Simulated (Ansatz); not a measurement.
CaIr2: element substitutions

Consider CaIr$_{2}$ in the cubic Laves (MgCu2 type) structure (space group Fd-3m, No. 227; a cell from a computed database, its experimental status unchecked).

```yaml
crystal:
  lattice:
    - [0.00000, 3.74273, 3.74273]
    - [3.74273, 0.00000, 3.74273]
    - [3.74273, 3.74273, 0.00000]
  atoms:
    - { symbol: Ca, position: [0.75000, 0.75000, 0.75000] }
    - { symbol: Ca, position: [0.50000, 0.50000, 0.50000] }
    - { symbol: Ir, position: [0.12500, 0.12500, 0.12500] }
    - { symbol: Ir, position: [0.62500, 0.12500, 0.12500] }
    - { symbol: Ir, position: [0.12500, 0.12500, 0.62500] }
    - { symbol: Ir, position: [0.12500, 0.62500, 0.12500] }
```

Each row replaces one element on all its sites; cell and atoms are relaxed.

Computed with PBEsol in Ansatz (plane waves to 420 eV, PAW, without spin-orbit coupling).

```
change   shortest interatomic distance      density
-------  -----------------------------  -----------
base                           2.647 Å  13.45 g/cm³
Ir → Sn                              …            …
Ca → Rb                        2.732 Å  13.53 g/cm³
Ir → As                              …            …
```

Complete the table.


- Ir → Sn, shortest interatomic distance: 3.098 Å
- Ir → Sn, density: 5.48 g/cm³
- Ir → As, shortest interatomic distance: 2.845 Å
- Ir → As, density: 4.84 g/cm³

Whether these cells are dynamically stable was not tested. As relaxed here, CaSn2, RbIr2 and CaAs2 are hypothetical phases, not in the database extracts checked. The final runs are not spin-polarised. CaIr2 and RbIr2 have a high density of states at the Fermi level and may be magnetic at this level.

Ansatz is a program for electronic structure.
